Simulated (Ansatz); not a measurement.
GaAl3N4 (model structure, P3m1, No. 156, 8 atoms in the cell) was calculated with PBE (PAW; Ansatz, a program for electronic structure).

Run with plane-wave cutoff 520 eV, scalar-relativistic PAW data made under PBE.

Cell (relaxed at this level):

```yaml
crystal:
  lattice:
    - [3.15115, 0.00000, 0.00000]
    - [-1.57558, 2.72898, 0.00000]
    - [0.00000, 0.00000, 10.16252]
  atoms:
    - { symbol: Ga, position: [0.33333, 0.66667, 0.00563] }
    - { symbol: N, position: [0.33333, 0.66667, 0.20116] }
    - { symbol: Al, position: [0.66667, 0.33333, 0.25841] }
    - { symbol: N, position: [0.66667, 0.33333, 0.44657] }
    - { symbol: Al, position: [0.33333, 0.66667, 0.50487] }
    - { symbol: N, position: [0.33333, 0.66667, 0.69291] }
    - { symbol: Al, position: [0.66667, 0.33333, 0.75095] }
    - { symbol: N, position: [0.66667, 0.33333, 0.93904] }
```

Q: Give the computed bulk modulus.

A: 
bulk modulus: 189 GPa

Note: the bulk modulus is −V dP/dV from two relaxed cells at ±2 % in volume; the relaxation could raise the start's symmetry but not lower it, so the cell can be a saddle point.

It cost about 2.6 core-minutes (a rough figure) of CPU time.

A model structure was made by putting elements into a prototype or built by hand; it is no filed structure, need not be a known phase, and can be a saddle point held by its symmetry.
